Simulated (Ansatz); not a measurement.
The reference is Hf in the hcp (Mg type) structure (space group P6_3/mmc, No. 194; a = 3.158 Å, c = 5.004 Å; relaxed with 0.1 eV smearing).

Level of theory: Ansatz (an electronic-structure program) PBEsol, without spin-orbit coupling.

Base values:

- Pressure: 0.0 GPa
- Band gap: zero

One thing is altered: an isotropic linear strain of −3.00 %; the atoms relax in the strained cell.

Problem. How does this affect the pressure, energy relative to the base and band gap?

Solution. The pressure (mean of the normal stresses, compression positive) goes from zero to 12.1 GPa; the energy grows by 67 meV/atom; the band gap stays zero.

Whether these cells are dynamically stable was not tested. The final runs are not spin-polarised.
